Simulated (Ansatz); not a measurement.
Base system: TiSi2 (space group Cmcm, No. 63; a = 3.527 Å, b = 13.523 Å, c = 3.566 Å). Axes: x, y, z lie along a, b, c of the conventional cell.

The values are results of plane-wave PAW DFT at the r2SCAN level (Ansatz, a first-principles code, 500 eV), spin-orbit coupling left out, earlier PAW set, not measurements.

Base values:

| Property | Result |
|---|---|
| Volume per atom | 14.17 Å³ |

It is then changed as follows: uniaxial stress, 5 GPa tension along z; all other stress components relax to zero.

Predict the new energy relative to the base.

The energy increases by 4.0 meV/atom.

How does this affect the volume per atom?

The volume per atom goes up by 0.13 Å³ (14.17 Å³ → 14.30 Å³).

Without a gap, meshes like the base's 14×14×13 leave anisotropic stresses uncertain by several tenths of a GPa, and small strain energies with them. Load acts through the strain it causes; cell and atoms are relaxed under it. Stability under load was not tested beyond the relaxation. All final runs are without spin polarisation.
